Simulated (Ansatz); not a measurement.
## TiAl3: pressure series

Take TiAl₃ (space group I4/mmm, No. 139; a = 3.846 Å, c = 8.620 Å) as the base.

Cell and atoms are relaxed at each pressure.

The values are results of PBE, PAW, 420 eV (Ansatz, a quantum-chemistry and plane-wave program; no spin-orbit coupling), not measurements.

Notes on the quantities. enthalpy: H = E + PV relative to the base's energy.

```csv
case,enthalpy,shortest interatomic distance
base,–,2.719 Å
pressure −2 GPa,-0.20 eV/atom,2.737 Å
pressure −1 GPa,-0.10 eV/atom,2.728 Å
pressure 3 GPa,+0.29 eV/atom,2.696 Å
pressure 7 GPa,+0.68 eV/atom,2.668 Å
pressure 15 GPa,+1.41 eV/atom,2.621 Å
pressure 30 GPa,+2.68 eV/atom,2.553 Å
pressure 50 GPa,+4.26 eV/atom,2.486 Å
pressure 75 GPa,+6.07 eV/atom,2.421 Å
pressure 100 GPa,+7.76 eV/atom,2.370 Å
```

Load acts through the strain it causes; cell and atoms are relaxed under it. Whether these cells are dynamically stable was not tested. No other phases were tried under pressure. All final runs are without spin polarisation.
